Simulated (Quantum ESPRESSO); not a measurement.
The steps of a band-structure calculation for ZnPd2 (P4/mmm, 6 atoms in the cell) with Quantum ESPRESSO.

Computed with LDA (PZ), GBRV 1.5 ultrasoft (LDA) pseudopotentials (plane waves; Quantum ESPRESSO 7.5).

Step 1 (scf):

```fortran
&CONTROL
   calculation = 'scf',
   prefix = 'ZnPd2',
   outdir = './work',
   pseudo_dir = './',
   tprnfor = .true.,
   tstress = .true.,
/
&SYSTEM
   ibrav = 0,
   nat = 6,
   ntyp = 2,
   ecutwfc = 50,
   ecutrho = 400,
   occupations = 'smearing',
   smearing = 'gaussian',
   degauss = 0.0036749,
   nbnd = 64,
/
&ELECTRONS
   conv_thr = 1.0d-10,
/
ATOMIC_SPECIES
Zn    65.3800  zn_lda_v1.uspp.F.UPF
Pd   106.4200  pd_lda_v1.4.uspp.F.UPF
ATOMIC_POSITIONS {crystal}
Zn    0.5000000000    0.5000000000    0.3363700000
Zn    0.5000000000    0.5000000000    0.6636300000
Pd    0.0000000000    0.0000000000    0.8151800000
Pd    0.0000000000    0.0000000000    0.1848200000
Pd    0.0000000000    0.0000000000    0.5000000000
Pd    0.5000000000    0.5000000000    0.0000000000
K_POINTS {automatic}
8 8 2  1 1 1
CELL_PARAMETERS {angstrom}
   2.8900500000     0.0000000000     0.0000000000
   0.0000000000     2.8900500000     0.0000000000
   0.0000000000     0.0000000000    10.2918300000
```

Step 2 (bands):

```fortran
&CONTROL
   calculation = 'bands',
   prefix = 'ZnPd2',
   outdir = './work',
   pseudo_dir = './',
   verbosity = 'high',
/
&SYSTEM
   ibrav = 0,
   nat = 6,
   ntyp = 2,
   ecutwfc = 50,
   ecutrho = 400,
   occupations = 'smearing',
   smearing = 'gaussian',
   degauss = 0.0036749,
   nbnd = 64,
/
&ELECTRONS
   conv_thr = 1.0d-10,
   startingwfc = 'random',
   diago_thr_init = 1.0d-6,
   diagonalization = 'cg',
/
ATOMIC_SPECIES
Zn    65.3800  zn_lda_v1.uspp.F.UPF
Pd   106.4200  pd_lda_v1.4.uspp.F.UPF
ATOMIC_POSITIONS {crystal}
Zn    0.5000000000    0.5000000000    0.3363700000
Zn    0.5000000000    0.5000000000    0.6636300000
Pd    0.0000000000    0.0000000000    0.8151800000
Pd    0.0000000000    0.0000000000    0.1848200000
Pd    0.0000000000    0.0000000000    0.5000000000
Pd    0.5000000000    0.5000000000    0.0000000000
K_POINTS {crystal_b}
12
  0.00000000   0.00000000   0.00000000  11  ! G
  0.00000000   0.50000000   0.00000000  11  ! X
  0.50000000   0.50000000   0.00000000  15  ! M
  0.00000000   0.00000000   0.00000000   3  ! G
  0.00000000   0.00000000   0.50000000  11  ! Z
  0.00000000   0.50000000   0.50000000  11  ! R
  0.50000000   0.50000000   0.50000000  15  ! A
  0.00000000   0.00000000   0.50000000   1  ! Z
  0.00000000   0.50000000   0.00000000   3  ! X
  0.00000000   0.50000000   0.50000000   1  ! R
  0.50000000   0.50000000   0.00000000   3  ! M
  0.50000000   0.50000000   0.50000000   1  ! A
CELL_PARAMETERS {angstrom}
   2.8900500000     0.0000000000     0.0000000000
   0.0000000000     2.8900500000     0.0000000000
   0.0000000000     0.0000000000    10.2918300000
```

Step 3 (bands.x):

```fortran
&BANDS
   prefix = 'ZnPd2',
   outdir = './work',
   filband = 'bands.dat',
   lsym = .false.,
/
```

Output of bands (abridged):

```
     Atomic positions and unit cell read from directory:
     ./work/ZnPd2.save/

     Message from routine setup:
     using ibrav=0 with symmetry is DISCOURAGED, use correct ibrav instead
     G-vector sticks info
     --------------------
     sticks:   dense  smooth     PW     G-vecs:    dense   smooth      PW
     Sum         949     481    145                78359    27799    4809

     bravais-lattice index     =            0
   [... lines left out ...]
     unit-cell volume          =     580.0961 (a.u.)^3
   [... lines left out ...]
        k(    2) = (   0.0000000   0.0454545   0.0000000), wk =   0.0232558
        k(    3) = (   0.0000000   0.0909091   0.0000000), wk =   0.0232558
   [... 83 lines left out ...]

     Dense  grid:    78359 G-vectors     FFT dimensions: (  36,  36, 125)

     Smooth grid:    27799 G-vectors     FFT dimensions: (  25,  25,  90)

     The potential is recalculated from file :
     ./work/ZnPd2.save/charge-density

     negative rho (up, down):  2.953E-01 0.000E+00

     Band Structure Calculation
     CG style diagonalization

     ethr =  1.00E-06,  avg # of iterations = 32.2

     End of band structure calculation

          k = 0.0000 0.0000 0.0000 (  3467 PWs)   bands (ev):

  -107.6986-107.6986 -62.3249 -62.3249 -62.3247 -62.3247 -62.3124 -62.3121
   -32.8938 -32.7812 -32.7812 -32.5525 -32.5269 -32.4317 -32.4317 -32.4236
   -32.4236 -32.1127 -32.0890 -32.0890   8.2378   9.3969   9.7865   9.8560
   [... 5 lines left out ...]

          k = 0.0000 0.0455 0.0000 (  3455 PWs)   bands (ev):

  -107.6986-107.6986 -62.3249 -62.3249 -62.3248 -62.3247 -62.3124 -62.3121
   -32.8935 -32.7839 -32.7810 -32.5518 -32.5271 -32.4342 -32.4313 -32.4268
   -32.4234 -32.1124 -32.0914 -32.0890   8.2784   9.4224   9.7953   9.8664
   [... 5 lines left out ...]

   [... 84 blocks of this kind left out ...]
```

Output of bands.x (abridged):

```
     Reading xml data from directory:

     ./work/ZnPd2.save/

     G-vector sticks info
     --------------------
     sticks:   dense  smooth     PW     G-vecs:    dense   smooth      PW
     Sum         949     481    145                78359    27799    4809

     negative rho (up, down):  2.953E-01 0.000E+00
     Reading collected, re-writing distributed wavefunctions
     high-symmetry point:  0.0000 0.0000 0.0000   x coordinate   0.0000
     high-symmetry point:  0.0000 0.5000 0.0000   x coordinate   0.5000
     high-symmetry point:  0.5000 0.5000 0.0000   x coordinate   1.0000
     high-symmetry point:  0.0000 0.0000 0.0000   x coordinate   1.7071
     high-symmetry point:  0.0000 0.0000 0.1404   x coordinate   1.8475
     high-symmetry point:  0.0000 0.5000 0.1404   x coordinate   2.3475
     high-symmetry point:  0.5000 0.5000 0.1404   x coordinate   2.8475
     high-symmetry point:  0.0000 0.0000 0.1404   x coordinate   3.5546
     high-symmetry point:  0.0000 0.5000 0.0000   x coordinate   3.5546
     high-symmetry point:  0.0000 0.5000 0.1404   x coordinate   3.6950
     high-symmetry point:  0.5000 0.5000 0.0000   x coordinate   3.6950
     high-symmetry point:  0.5000 0.5000 0.1404   x coordinate   3.8354

     Plottable bands (eV) written to file bands.dat.gnu
     Bands written to file bands.dat

   JOB DONE.
```

The starting cell comes from a database of computed structures (which also holds hypothetical and non-ambient phases and stackings), without a prior relaxation at this level. Spin polarisation is off.
